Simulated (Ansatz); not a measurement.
## L1₀ (CuAu-type) FePt, enthalpy of formation

Reference value: -0.238 ± 0.02 eV/atom (measured, 298 K, copied from a table, unchecked, not corrected to a static lattice; as tabulated in Wang et al. (2021), doi:10.1038/s41598-021-94550-5).

### Question
Put these levels in order of the enthalpy of formation that they give for L1₀ (CuAu-type) FePt, smallest first: LDA (Ansatz, an electronic-structure program), PBE (Ansatz), PBE-D4 (Ansatz), r²SCAN (Ansatz).

### Answer
r²SCAN (-0.340 eV/atom), PBE (-0.229 eV/atom), PBE-D4 (-0.202 eV/atom), LDA (-0.157 eV/atom)

Differences against the reference: LDA +0.081 eV/atom, PBE +0.009 eV/atom, PBE-D4 +0.036 eV/atom, r²SCAN -0.102 eV/atom.

The measured value isn't corrected to a static lattice, so vibrations enter the comparison. Spin-polarised runs: LDA (parallel moments), PBE-D4 (parallel moments), PBE (parallel moments), r²SCAN (parallel moments). Density-functional levels without +SOC have no spin–orbit coupling, which shifts binding energies of heavy elements. Each level is taken at its own relaxed cell. Ansatz's density-functional and Hartree–Fock values are scalar-relativistic unless marked +SOC, with PAW data made under PBE.

Differences are worked out from the printed values.
